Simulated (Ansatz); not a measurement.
The reference is GaS in the beta-GaS type structure (space group P6_3/mmc, No. 194; layered, stacked along the Cartesian z axis).

```
GaS
1.0
    3.53441     0.00000     0.00000
   -1.76721     3.06089     0.00000
    0.00000     0.00000    15.04125
Ga S
4 4
Direct
  0.33333   0.66667   0.66957
  0.66667   0.33333   0.16957
  0.66667   0.33333   0.33043
  0.33333   0.66667   0.83043
  0.33333   0.66667   0.09695
  0.66667   0.33333   0.59695
  0.66667   0.33333   0.90305
  0.33333   0.66667   0.40305
```

Calculations: Ansatz (an electronic-structure program), PBEsol-D3(BJ), PAW, cutoff 420 eV, without spin-orbit coupling, earlier PAW set.

| level | band gap |
|---|---|
| PBEsol-D3(BJ) | 1.29 eV |

Question: From these computed values, estimate the measured ones, and say how each level misses.

Answer: Measured: band gap 2.5 eV (temperature not stated; as listed in Manish Kothakonda et al., ACS Materials Au (2022)). Computed minus measured — band gap: PBEsol-D3(BJ) -1.21 eV. Measured values not marked as corrected hold thermal and zero-point effects that the static-lattice runs lack. A measured gap can be an optical one, lowered by exciton binding. Levels without spin-orbit coupling miss its effect on the gap.

Stability against distortions was not tested.
